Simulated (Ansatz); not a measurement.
Structures of equal composition on the (111) surface of fcc Pt: a layer of Hf in place of the second plane; a layer of Hf in place of the third plane. The slabs share one bottom face, and each structure is named by its start. These are constructed structures in small cells; real faces may alloy, dewet or reconstruct in larger ones, and not all known structures of the face are among them. Slabs of about 11 Å with all that they carry, Fermi-Dirac smearing of 0.1 eV. Bottom of the slabs: a bare face, its two planes held. Relaxed from the named starts with such symmetry as they have, on meshes of like density; energies extrapolated to zero smearing; no spin-orbit coupling, no U. Spin-polarised runs, if any, are marked in brackets, and their order is one that fits the cell; the others ran without spin.

Calculation: PBE (plane waves to 420 eV, PAW; Ansatz, a quantum-chemistry and plane-wave program).

**Question.** Put the candidates in order of energy per 1x1 cell, lowest first, for PBE.

**Answer.** a layer of Hf in place of the second plane (0.000 eV), a layer of Hf in place of the third plane (0.246 eV)
